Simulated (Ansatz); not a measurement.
The starting structures come from a database of crystals and need not be the phases stable at ambient conditions.

 Where the default PAW files enter, the runs use the earlier of Ansatz's two default sets.

The decay constant κ of evanescent states in the gap governs leakage through a thin film.

Here is the system:

```
Cu2ZnGeS4
1.0
    6.15208     0.00000     0.00000
    0.00000     9.83172     0.00000
    0.00000     4.25753     4.87158
Zn Cu Ge S
2 4 2 8
Direct
  0.00061   0.50000   0.65676
  0.50061   0.00000   0.84324
  0.49396   0.25364   0.07391
  0.99396   0.24636   0.42609
  0.49396   0.74636   0.58119
  0.99396   0.75364   0.91881
  0.49968   0.50000   0.33061
  0.99968   0.00000   0.16939
  0.13344   0.50000   0.32178
  0.63344   0.00000   0.17822
  0.62106   0.50000   0.65737
  0.12106   0.00000   0.84263
  0.12414   0.24505   0.09420
  0.62414   0.25495   0.40580
  0.12414   0.75495   0.58430
  0.62414   0.74505   0.91570
```

Space group of this cell: Pmn2_1. The cell is taken as given; by PBEsol its mean pressure is -1.0 GPa.

Transport runs along the normal of the first two printed cell vectors.

No gap correction and no spin-orbit coupling; mid-gap values are interpolated between computed energies.

Question: State the band gap and the smallest decay constant κ at mid-gap according to PBEsol (Ansatz, a program for electronic structure).

Answer: Gap 0.52 eV on a 6×6×6 mesh; κ = 0.071 1/Å, at the zone centre.
